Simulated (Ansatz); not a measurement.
Base system: an 8-atom supercell of GaSb in the zinc blende structure (space group F-43m, No. 216; a = 6.214 Å) at its relaxed geometry.

The values are results of plane-wave PAW DFT at the PBE level (Ansatz, a program for electronic structure, 420 eV), no spin-orbit coupling, not measurements.

For the base:

- Mean distance from the defect site to its nearest host atoms = 2.69 Å
- Pressure = 0.0 GPa

Now apply this change: one Ga atom is removed, atoms relaxed at fixed cell, starting from a slightly rattled geometry.

Task: How does this affect the mean distance from the defect site to its nearest host atoms, pressure and largest displacement of a host atom from its site in the perfect cell?

Result: The mean distance from the defect site to its nearest host atoms drops by 0.10 Å to 2.59 Å; the pressure goes from zero to -2.6 GPa; the largest displacement of a host atom from its site in the perfect cell is 0.11 Å.

In so small a cell the defect repeats every few ångströms: this is an ordered compound, not a dilute defect. All final runs are without spin polarisation. The defect cell is not spin-polarised.
